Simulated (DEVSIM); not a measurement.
Structure: abrupt InP n-p junction, at 300 K.

```csv
layer (left to right),material,thickness (μm),Nd (cm⁻³),Na (cm⁻³),τn (s),τp (s)
1,InP,14.0,5.8e15,-,6.4e-9,6.4e-9
2,InP,0.330,-,7.9e17,6.4e-9,6.4e-9
```

Left contact: ohmic. Right contact: ohmic. Voltage is applied to the left contact. Recombination: SRH at mid-gap, radiative. Mobility is μmin + (μ − μmin)/(1 + (N/Nref)^α).

The device is made up for the run: typed textbook-type constants, with dimensions and the other settings drawn at random. Values at 300 K.

| parameter | InP |
|---|---|
| gap (eV) | 1.344 |
| affinity (eV) | 4.38 |
| permittivity | 12.5 |
| Nc (cm⁻³) | 5.7e17 |
| Nv (cm⁻³) | 1.1e19 |
| μn (cm²/Vs) | 5200 |
| μp (cm²/Vs) | 170 |
| μn,min | 400 |
| μp,min | 10 |
| Nref,n | 3e17 |
| Nref,p | 4.9e17 |
| αn | 0.47 |
| αp | 0.62 |
| B (cm³/s) | 1.2e-10 |

Simulated with DEVSIM: 1D drift-diffusion, Boltzmann statistics, complete ionisation; no tunnelling, impact ionisation, image-force lowering or self-heating.

The doping Na of layer 2 was swept, all else fixed.

| doping Na of layer 2 (cm^-3) | dark forward voltage at 1 A/cm² (V) | potential step across the device at zero bias (V) | dark forward voltage at 100 A/cm² (V) | largest field in the device at zero bias (V/cm) |
|---|---|---|---|---|
| 2.4e16 | 0.856 | 1.067 | 1.011 | 37000 |
| 7.9e16 | 0.890 | 1.098 | 1.044 | 41000 |
| 2.4e17 | 0.917 | 1.127 | 1.073 | 45000 |
| 7.9e17 | 0.935 | 1.157 | 1.097 | 59000 |
| 2.4e18 | (withheld) | 1.186 | (withheld) | (withheld) |

Fill in the missing entries.


- 2.4e18, dark forward voltage at 1 A/cm² (V): 0.942
- 2.4e18, dark forward voltage at 100 A/cm² (V): 1.116
- 2.4e18, largest field in the device at zero bias (V/cm): 89000
